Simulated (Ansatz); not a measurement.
Base system: MgTe in the wurtzite structure (space group P6_3mc, No. 186).

```cif
data_Mg2Te2
_chemical_formula_sum 'Mg2 Te2'
_space_group_name_H-M_alt 'P63mc'
_space_group_IT_number 186
_space_group_name_Hall 'P 6c -2c'
_cell_length_a 4.56143
_cell_length_b 4.56143
_cell_length_c 7.41192
_cell_angle_alpha 90.000
_cell_angle_beta 90.000
_cell_angle_gamma 120.000
loop_
_atom_site_label
_atom_site_type_symbol
_atom_site_symmetry_multiplicity
_atom_site_Wyckoff_symbol
_atom_site_fract_x
_atom_site_fract_y
_atom_site_fract_z
_atom_site_occupancy
Mg1 Mg 2 b 0.66667 0.33333 0.49959 1
Te1 Te 2 b 0.33333 0.66667 0.37641 1
```

Method: PBEsol (Ansatz, a program for electronic structure, PAW, no spin-orbit coupling).

Before the change:

Band gap: 2.39 eV
Pressure: -0.1 kbar

One thing is altered: every lattice vector is shortened by 2.40 %; the atoms relax in the strained cell.

How does this affect the band gap?

The band gap increases by 0.33 eV, from 2.39 eV to 2.72 eV.

Predict the new energy relative to the base.

The energy grows by 21 meV/atom.

What happens to the pressure?

The pressure (mean of the normal stresses, compression positive) grows by 30.6 kbar, from -0.1 kbar to 30.5 kbar.

With Te present, leaving out spin-orbit coupling can change the band edges. Whether these cells are dynamically stable was not tested.
